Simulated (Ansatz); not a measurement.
We consider antifluorite K₂S, described by PBEsol (Ansatz, a quantum-chemistry and plane-wave program, PAW).

Numerical settings: plane-wave cutoff 520 eV, 8×8×8 k mesh, Fermi–Dirac smearing 0.01 eV, scalar-relativistic PAW data made under PBE.

Results at a series of volumes:

```tsv
V (Å³/atom)	E − E_lowest (meV/atom)	P (GPa)
30.934	8.28	1.421
31.592	3.54	0.895
32.250	0.85	0.423
32.909	0.00	0.000
33.567	0.79	-0.379
34.225	3.06	-0.720
34.883	6.66	-1.025
```

Task: Estimate the bulk modulus from the pressures at 32.250 and 33.567 Å³/atom, and compare it with a fit to all energies.

Result: B = −V dP/dV. Between V = 32.250 and 33.567 Å³/atom, dP/dV = (-0.379 − (0.423))/(33.567 − 32.250) = -0.609 GPa per Å³/atom; at the midpoint 32.909 Å³/atom this gives B ≈ 20.0 GPa. The third-order Birch–Murnaghan fit gives V0 = 32.909 Å³/atom, B0 = 20.0 GPa, B′ = 4.4, which lies within 1 % of that estimate.

Measured, for comparison: equilibrium volume per atom 33.65 Å³/atom (temperature not stated, no zero-point or thermal correction; as tabulated in Syrotyuk et al. (2015), arXiv:1510.06546). Computed (rounded) less measured: equilibrium volume per atom -2.2 %.

The result took very roughly 29 core-seconds.
